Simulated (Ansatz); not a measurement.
An Ansatz (a quantum-chemistry and plane-wave program) run: PtGe with a change (Ge vacancy); PBE, PAW, 420 eV (Ansatz; no spin-orbit coupling).

Input:

Ansatz 0.2 input:
```yaml
crystal:
  lattice:
    - [5.8186972749, -3.7570806663, 0]
    - [5.8186972749, 3.7570806663, 0]
    - [0, -3.7570806663, 6.1751638259]
  atoms:
    - { symbol: Pt, position: [0.2817888579, 0.7171944503, 0.1903907211] }
    - { symbol: Pt, position: [0.7786421609, 0.2165902361, 0.1912354881] }
    - { symbol: Pt, position: [0.9733505803, 0.5223571747, 0.3027328794] }
    - { symbol: Pt, position: [0.4685304605, 0.0286145262, 0.3078651104] }
    - { symbol: Pt, position: [0.2249668691, 0.7777688942, 0.8059068646] }
    - { symbol: Pt, position: [0.7232143255, 0.2756854734, 0.8057499239] }
    - { symbol: Pt, position: [0.5297367752, 0.9707574308, 0.6904732815] }
    - { symbol: Pt, position: [0.0384377304, 0.4654627627, 0.6910580691] }
    - { symbol: Ge, position: [0.1706901609, 0.0101025462, 0.5837053785] }
    - { symbol: Ge, position: [0.7617366615, 0.9205848979, 0.9106505533] }
    - { symbol: Ge, position: [0.258619899, 0.4289584175, 0.9120473617] }
    - { symbol: Ge, position: [0.8190145072, 0.9908680089, 0.4171723146] }
    - { symbol: Ge, position: [0.3311837139, 0.4842806839, 0.4098560238] }
    - { symbol: Ge, position: [0.7379445308, 0.5786832141, 0.0839489513] }
    - { symbol: Ge, position: [0.238719205, 0.0717541752, 0.0891774776] }
basis: { ecutwfc: 420, ecutrho_ratio: 4, xc_grid: 2, fft_grid_basis: typed }
kpoints: { mp_grid: { grid: [6, 6, 6] } }
hamiltonian:
  xc: pbe
  dispersion: none
  pseudopotentials: { kind: paw }
scf: { occupations: { method: fermi_dirac, width: 0.05 }, convergence: { dr2_threshold: 0.0000000015 } }
relax: { f_tol: 0.02, max_steps: 45 }
output: { forces: true, stress: true }
checkpoint: { write: state.ck, write_every: 1000 }
```

Output (explanatory and most iteration lines left out):

```
Relaxation: its limit of steps is 45 (relax.max_steps)
Pseudopotential: Pt, paw, valence charge 18
Pseudopotential: Ge, paw, valence charge 14
Crystal: 15 atoms, lattice volume = 269.994 Å³
Basis set: ecut = 420 eV, 5255 PW (Γ), exchange–correlation on 96×96×100 points (8 copies of the dense FFT grid, shifted against one another)
Bands: 146, of which v1, the nominal top of the filled ones, is band 121 counted from 1 (120 counted from 0)
Symmetry: 1 space group operations
Space group: P1 (ITA 1), of the structure as read, at distance tolerance 6.5e-5 Å
k-points: 112 of 216 (time reversal used)
Functional: x = pbe(κ = 0.804, μ = 0.2195149727645171), c = pbe(β = 0.06672455060314922)
SCF iter   1: F=—  HF=-130254.810563 eV  |F-HF|=—  |Δ(HF+E_count)|=         —  Δρ=4.31e-3  dr2=4.33e-2  ethr=1.77e-3  ⟨swp⟩=5.9  Hψ=54228  notcnv=0  defer=890
SCF iter   2: F=—  HF=-130254.814212 eV  |F-HF|=—  |Δ(HF+E_count)|=   3.65e-3  Δρ=1.90e-3  dr2=1.21e-2  ethr=1.79e-5  ⟨swp⟩=2.0  Hψ=26067  notcnv=0  defer=1674
SCF 1 converged in 9 iterations: F = -130254.811007 eV  dr2 = 3.86e-10
relax step   1: F+E_penalty+E_count = -130254.81100691 eV  Δ(F+E_penalty+E_count) = +0.000e0 eV  max|allowed force component| = 5.858e-1 eV/Å  Δτ_max = 0.0000 Å  (9 SCF iters, accepted)
Crystal: 15 atoms, lattice volume = 269.994 Å³
SCF iter   1: F=—  HF=-130254.946520 eV  |F-HF|=—  |Δ(HF+E_count)|=         —  Δρ=7.85e-3  dr2=6.86e-2  ethr=2.77e-5  ⟨swp⟩=1.9  Hψ=60734  notcnv=0  defer=752
SCF iter   2: F=—  HF=-130254.950512 eV  |F-HF|=—  |Δ(HF+E_count)|=   3.99e-3  Δρ=3.42e-3  dr2=6.36e-2  ethr=2.77e-5  ⟨swp⟩=2.0  Hψ=28196  notcnv=0  defer=752
SCF 2 converged in 9 iterations: F = -130254.930849 eV  dr2 = 7.14e-10
relax step   2: F+E_penalty+E_count = -130254.93084897 eV  Δ(F+E_penalty+E_count) = -1.198e-1 eV  max|allowed force component| = 1.994e-1 eV/Å  Δτ_max = 0.0871 Å  (9 SCF iters, accepted)
Crystal: 15 atoms, lattice volume = 269.994 Å³
SCF iter   1: F=—  HF=-130254.954348 eV  |F-HF|=—  |Δ(HF+E_count)|=         —  Δρ=4.41e-3  dr2=3.02e-2  ethr=8.07e-5  ⟨swp⟩=5.2  Hψ=39309  notcnv=0  defer=1653
SCF iter   2: F=—  HF=-130254.956675 eV  |F-HF|=—  |Δ(HF+E_count)|=   2.33e-3  Δρ=2.36e-3  dr2=3.50e-2  ethr=1.25e-5  ⟨swp⟩=2.0  Hψ=31946  notcnv=0  defer=1654
SCF 3 converged in 8 iterations: F = -130254.946540 eV  dr2 = 1.39e-9
relax step   3: F+E_penalty+E_count = -130254.94653983 eV  Δ(F+E_penalty+E_count) = -1.569e-2 eV  max|allowed force component| = 6.412e-2 eV/Å  Δτ_max = 0.0529 Å  (8 SCF iters, accepted)
Crystal: 15 atoms, lattice volume = 269.994 Å³
SCF iter   1: F=—  HF=-130254.949599 eV  |F-HF|=—  |Δ(HF+E_count)|=         —  Δρ=1.65e-3  dr2=4.05e-3  ethr=1.68e-5  ⟨swp⟩=5.0  Hψ=38051  notcnv=0  defer=1019
SCF iter   2: F=—  HF=-130254.949618 eV  |F-HF|=—  |Δ(HF+E_count)|=   1.95e-5  Δρ=7.92e-4  dr2=3.14e-3  ethr=1.67e-6  ⟨swp⟩=2.0  Hψ=30841  notcnv=0  defer=1215
SCF 4 converged in 8 iterations: F = -130254.948303 eV  dr2 = 1.88e-10
relax step   4: F+E_penalty+E_count = -130254.94830293 eV  Δ(F+E_penalty+E_count) = -1.763e-3 eV  max|allowed force component| = 9.867e-3 eV/Å  Δτ_max = 0.0156 Å  (8 SCF iters, accepted)
SCF converged after 8 iterations
Free energy (F): -130254.948303 eV
Internal energy: -130254.903555 eV  (E = F + TS)
E sigma→0 (E₀):  -130254.925929 eV
Entropy (-TS):   -0.044748 eV (-2.983 meV/atom)
Fermi energy:    15.469166 eV
[...]
  atom   3  Pt     0.00880452     0.00200935    -0.00986659
  atom   4  Pt     0.00324744    -0.00311326    -0.00312631
  atom   5  Pt     0.00122127    -0.00259679     0.00260606
  atom   6  Pt     0.00421286     0.00206646     0.00339550
  atom   7  Pt    -0.00366500    -0.00302029    -0.00327193
  atom   8  Pt    -0.00560779     0.00447992    -0.00004036
  atom   9  Ge     0.00181297     0.00056594     0.00046507
  atom  10  Ge     0.00281894    -0.00014229     0.00447604
  atom  11  Ge     0.00406352    -0.00078172     0.00514361
  atom  12  Ge    -0.00369765     0.00300993    -0.00335716
  atom  13  Ge    -0.00291427    -0.00356264    -0.00380280
  atom  14  Ge    -0.00363528    -0.00567705     0.00520405
  atom  15  Ge    -0.00416417     0.00673455     0.00525215
--- Stress (GPa, compression-positive) ---
       -5.428904      -0.000078      -0.112876
       -0.000078      -4.528503      -0.001396
       -0.112876      -0.001396      -3.187522
  P = ⅓ Tr σ = -4.3816 GPa (-43.816 kbar)
--- Relaxed structure (4 steps of the walk, 4 accepted, 0 SCFs on fresh bases) ---
  atoms:
    - { symbol: Pt, position: [0.28055164026249013, 0.7204871251045981, 0.19118429607542078] }
    - { symbol: Pt, position: [0.7740115792061086, 0.21748341482922687, 0.19471994141636267] }
    - { symbol: Pt, position: [0.973198978571894, 0.5211141563290899, 0.2992827195368012] }
    - { symbol: Pt, position: [0.4739679832159741, 0.023323189039841347, 0.3005125600056455] }
    - { symbol: Pt, position: [0.21907552481372783, 0.7765176691433894, 0.8020682713651035] }
    - { symbol: Pt, position: [0.7256559358787074, 0.26985357843714414, 0.8020727302960117] }
    - { symbol: Pt, position: [0.5202512006912625, 0.9779417699405877, 0.6961825911381291] }
    - { symbol: Pt, position: [0.0331101232353172, 0.46513724830933645, 0.696104422568631] }
    - { symbol: Ge, position: [0.17593685879475968, 0.012143343665710182, 0.5874412045151763] }
    - { symbol: Ge, position: [0.7657346015792387, 0.917095916657932, 0.9026430299124051] }
    - { symbol: Ge, position: [0.26822615842522435, 0.4270031938031189, 0.9099993317005184] }
    - { symbol: Ge, position: [0.823108701772412, 0.9989857146690762, 0.41865634824349457] }
    - { symbol: Ge, position: [0.3315935332073828, 0.4905443940755792, 0.4186491214073075] }
    - { symbol: Ge, position: [0.7398106178646441, 0.5672857093824121, 0.08622878586016379] }
    - { symbol: Ge, position: [0.23234300058085722, 0.07474646871295727, 0.08622504485882773] }
```

The cell is small, so the values are those of an ordered compound at a high defect concentration; dilute-limit values will differ. The final runs are not spin-polarised. The cell was made from PtGe (space group Pnma, No. 62) by this change: Ge vacancy. The defect cell is not spin-polarised.
